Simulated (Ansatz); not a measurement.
Electronic density of states of amorphous Ge$_{24}$Se$_{36}$, density 4.24 g/cm³, on a 2×2×2 Γ-centred mesh with a Gaussian width of 0.1 eV; energies count from the Fermi level, whose place inside the gap is arbitrary. Cell and mesh are small, so fine structure isn't converged. Method: PBE, scalar-relativistic without spin-orbit coupling, PAW (Ansatz default set, large-core Se) (plane waves to 420 eV; Ansatz, a quantum-chemistry and plane-wave program). Sampling: a 2×2×2 Γ-centred mesh; Fermi-Dirac width 0.05 eV; no spin polarisation.

It comes from a melt-quench run on a machine-learned potential (CHGNet), relaxed afterwards by DFT. The hot cell started wider than the set density and was brought back towards it in steps. It is the lowest in DFT energy of 4 quenches. It is a model cell: composition and starting density were chosen by hand, and all elements were melted together. No dispersion term was used. Its density started from a set value of 4.24 and ended at 4.24 g/cm³. Cooling (nominally 60 K/ps over its main leg) ran many orders faster than in experiment, which tends to leave more defects and strain. One small periodic cell is one sample of the glass; other quenches scatter about these values. The volume was held where the preparation left it and the shape relaxed, at a PBE pressure of 0.2 GPa.

| E - EF (eV) | states/(eV atom) |
|---|---|
| -12.00 | 0.00 |
| -11.90 | 0.00 |
| -11.80 | 0.00 |
| -11.70 | 0.00 |
| -11.60 | 0.00 |
| -11.50 | 0.00 |
| -11.40 | 0.00 |
| -11.30 | 0.00 |
| -11.20 | 0.00 |
| -11.10 | 0.00 |
| -11.00 | 0.00 |
| -10.90 | 0.00 |
| -10.80 | 0.00 |
| -10.70 | 0.00 |
| -10.60 | 0.00 |
| -10.50 | 0.00 |
| -10.40 | 0.00 |
| -10.30 | 0.00 |
| -10.20 | 0.00 |
| -10.10 | 0.00 |
| -10.00 | 0.00 |
| -9.90 | 0.00 |
| -9.80 | 0.00 |
| -9.70 | 0.00 |
| -9.60 | 0.00 |
| -9.50 | 0.00 |
| -9.40 | 0.00 |
| -9.30 | 0.02 |
| -9.20 | 0.13 |
| -9.10 | 0.16 |
| -9.00 | 0.13 |
| -8.90 | 0.28 |
| -8.80 | 0.32 |
| -8.70 | 0.34 |
| -8.60 | 0.37 |
| -8.50 | 0.32 |
| -8.40 | 0.36 |
| -8.30 | 0.48 |
| -8.20 | 0.54 |
| -8.10 | 0.45 |
| -8.00 | 0.39 |
| -7.90 | 0.45 |
| -7.80 | 0.46 |
| -7.70 | 0.37 |
| -7.60 | 0.32 |
| -7.50 | 0.35 |
| -7.40 | 0.35 |
| -7.30 | 0.31 |
| -7.20 | 0.30 |
| -7.10 | 0.26 |
| -7.00 | 0.18 |
| -6.90 | 0.14 |
| -6.80 | 0.16 |
| -6.70 | 0.04 |
| -6.60 | 0.00 |
| -6.50 | 0.00 |
| -6.40 | 0.00 |
| -6.30 | 0.00 |
| -6.20 | 0.00 |
| -6.10 | 0.00 |
| -6.00 | 0.00 |
| -5.90 | 0.00 |
| -5.80 | 0.00 |
| -5.70 | 0.00 |
| -5.60 | 0.00 |
| -5.50 | 0.00 |
| -5.40 | 0.05 |
| -5.30 | 0.17 |
| -5.20 | 0.29 |
| -5.10 | 0.43 |
| -5.00 | 0.53 |
| -4.90 | 0.52 |
| -4.80 | 0.55 |
| -4.70 | 0.59 |
| -4.60 | 0.58 |
| -4.50 | 0.61 |
| -4.40 | 0.60 |
| -4.30 | 0.55 |
| -4.20 | 0.59 |
| -4.10 | 0.63 |
| -4.00 | 0.63 |
| -3.90 | 0.69 |
| -3.80 | 0.71 |
| -3.70 | 0.66 |
| -3.60 | 0.71 |
| -3.50 | 0.68 |
| -3.40 | 0.61 |
| -3.30 | 0.68 |
| -3.20 | 0.69 |
| -3.10 | 0.74 |
| -3.00 | 0.77 |
| -2.90 | 0.77 |
| -2.80 | 0.77 |
| -2.70 | 0.76 |
| -2.60 | 0.70 |
| -2.50 | 0.69 |
| -2.40 | 0.71 |
| -2.30 | 0.72 |
| -2.20 | 0.75 |
| -2.10 | 0.82 |
| -2.00 | 0.84 |
| -1.90 | 0.78 |
| -1.80 | 0.81 |
| -1.70 | 0.85 |
| -1.60 | 0.84 |
| -1.50 | 0.84 |
| -1.40 | 0.82 |
| -1.30 | 0.70 |
| -1.20 | 0.68 |
| -1.10 | 0.71 |
| -1.00 | 0.77 |
| -0.90 | 0.67 |
| -0.80 | 0.44 |
| -0.70 | 0.32 |
| -0.60 | 0.26 |
| -0.50 | 0.22 |
| -0.40 | 0.22 |
| -0.30 | 0.21 |
| -0.20 | 0.07 |
| -0.10 | 0.01 |
| 0.00 | 0.00 |
| 0.10 | 0.01 |
| 0.20 | 0.07 |
| 0.30 | 0.18 |
| 0.40 | 0.22 |
| 0.50 | 0.26 |
| 0.60 | 0.31 |
| 0.70 | 0.36 |
| 0.80 | 0.39 |
| 0.90 | 0.40 |
| 1.00 | 0.52 |
| 1.10 | 0.51 |
| 1.20 | 0.36 |
| 1.30 | 0.31 |
| 1.40 | 0.34 |
| 1.50 | 0.35 |
| 1.60 | 0.37 |
| 1.70 | 0.36 |
| 1.80 | 0.38 |
| 1.90 | 0.43 |
| 2.00 | 0.49 |
| 2.10 | 0.53 |
| 2.20 | 0.55 |
| 2.30 | 0.61 |
| 2.40 | 0.62 |
| 2.50 | 0.65 |
| 2.60 | 0.58 |
| 2.70 | 0.54 |
| 2.80 | 0.61 |
| 2.90 | 0.72 |
| 3.00 | 0.69 |

The gap on this mesh is 0.53 eV; the broadening fills part of it in the curve.
